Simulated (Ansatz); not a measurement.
An Ansatz (a quantum-chemistry and plane-wave program) run: AlRu with a change (biaxial strain −1.25 %, plane normal [111], relaxed out of plane); LDA/PAW in Ansatz, scalar-relativistic without spin-orbit coupling.

Input:

Ansatz 0.2 input:
```yaml
crystal:
  lattice:
    - [4.1260862746, 0, 0]
    - [2.0630431373, 3.573295532, 0]
    - [2.0630431373, -1.1910985107, 1.7164512312]
  atoms:
    - { symbol: Al, position: [0, 0.5, 0.5] }
    - { symbol: Ru, position: [0, 0, 0] }
basis: { ecutwfc: 420, ecutrho_ratio: 4, xc_grid: 2, fft_grid_basis: typed }
kpoints: { mp_grid: { grid: [19, 19, 19] } }
hamiltonian:
  xc: lda
  dispersion: none
  pseudopotentials: { kind: paw }
scf: { occupations: { method: fermi_dirac, width: 0.1 } }
relax: { f_tol: 0.005, max_steps: 50, cell: { stress_tol: 0.01, fix: [a, b, gamma] } }
output: { forces: true, stress: true }
checkpoint: { write: state.ck, write_every: 1000 }
```

Output (explanatory and most iteration lines left out):

```
Relaxation: its limit of steps is 50 (relax.max_steps)
Pseudopotential: Al, paw, valence charge 3
Pseudopotential: Ru, paw, valence charge 16
Crystal: 2 atoms, lattice volume = 25.307 Å³
Basis set: ecut = 420 eV, 467 PW (Γ), exchange–correlation on 60×60×40 points (8 copies of the dense FFT grid, shifted against one another)
Bands: 14, of which v1, the nominal top of the filled ones, is band 10 counted from 1 (9 counted from 0)
Symmetry: 12 space group operations
Space group: R-3m (ITA 166), of the structure as read, at distance tolerance 2.9e-5 Å
k-points: 670 of 6859
Functional: x = slater, c = lda
SCF iter   1: F=—  HF=-6272.478221 eV  |F-HF|=—  |Δ(HF+E_count)|=         —  Δρ=8.49e-3  dr2=1.77e-2  ethr=1.77e-3  ⟨swp⟩=5.0  Hψ=51532  notcnv=0
SCF iter   2: F=—  HF=-6272.475934 eV  |F-HF|=—  |Δ(HF+E_count)|=   2.29e-3  Δρ=4.97e-3  dr2=7.11e-3  ethr=9.31e-5  ⟨swp⟩=1.3  Hψ=14959  notcnv=0
SCF 1 converged in 6 iterations: F = -6272.474304 eV  dr2 = 3.46e-10
relax step   1: F+E_penalty+E_count = -6272.47430438 eV  Δ(F+E_penalty+E_count) = +0.000e0 eV  max|allowed force component| = 1.578e-30 eV/Å  Δτ_max = 0.0000 Å  P = +4.634 GPa  Ω = 25.307 Å³  fix = [a, b, gamma]  reactions: a +6.422, b +6.422 GPa  (6 SCF iters, dr2 threshold 1.00e-7 eV, accepted)
[... steps on the carried basis left out ...]
relax step   3: F+E_penalty+E_count = -6272.47449972 eV  Δ(F+E_penalty+E_count) = -2.199e-7 eV  max|allowed force component| = 3.944e-31 eV/Å  Δτ_max = 0.0000 Å  P = +4.011 GPa  Ω = 25.372 Å³  energy of the carried Pulay correction = -2.049e-5 eV  fix = [a, b, gamma]  reactions: a +6.015, b +6.015 GPa  (7 SCF iters, dr2 threshold 2.99e-8 eV, accepted)
Crystal: 2 atoms, lattice volume = 25.372 Å³
SCF iter   1: F=—  HF=-6272.474520 eV  |F-HF|=—  |Δ(HF+E_count)|=         —  Δρ=3.48e-6  dr2=1.88e-10  ethr=7.63e-9  ⟨swp⟩=3.0  Hψ=75331  notcnv=0
SCF iter   2: F=—  HF=-6272.474520 eV  |F-HF|=—  |Δ(HF+E_count)|=   1.23e-9  Δρ=1.77e-6  dr2=5.94e-11  ethr=9.89e-13 (applied; sched 1.00e-12)  ⟨swp⟩=3.0  Hψ=20147  notcnv=0
SCF 4 converged in 9 iterations: F = -6272.474520 eV  dr2 = 5.59e-19
SCF converged after 9 iterations
Free energy (F): -6272.474520 eV
Internal energy: -6272.425489 eV  (E = F + TS)
E sigma→0 (E₀):  -6272.450004 eV
Entropy (-TS):   -0.049031 eV (-24.515 meV/atom)
Fermi energy:    16.920063 eV
--- Forces (eV/Å), atoms counted from 1 ---
  atom   1  Al     0.00000000     0.00000000     0.00000000
  atom   2  Ru     0.00000000     0.00000000     0.00000000
--- Stress (GPa, compression-positive) ---
        6.016200      -0.000000      -0.000000
       -0.000000       6.016200       0.000000
       -0.000000       0.000000       0.004344
  P = ⅓ Tr σ = 4.0122 GPa (40.122 kbar)
--- Relaxed structure (3 steps of the walk, 3 accepted, 1 SCFs on fresh bases) ---
  cell:  # Å, volume = 25.3723 Å³
    - [4.126086274594287, 1.681094583374433e-27, 2.40330806968912e-28]
    - [2.0630431372971434, 3.573295532004948, 3.4696690173992436e-11]
    - [2.0630431372971434, -1.1910985106850256, 1.7208893105567828]
  atoms:
    - { symbol: Al, position: [-5.551115123125783e-17, 0.5, 0.5] }
    - { symbol: Ru, position: [1.0404026562154463e-35, -3.678218717763464e-36, -9.350347922199114e-36] }
```

Whether these cells are dynamically stable was not tested. All final runs are without spin polarisation. The cell was made from AlRu in the CsCl type structure (space group Pm-3m, No. 221) by this change: biaxial strain −1.25 %, plane normal [111], relaxed out of plane.
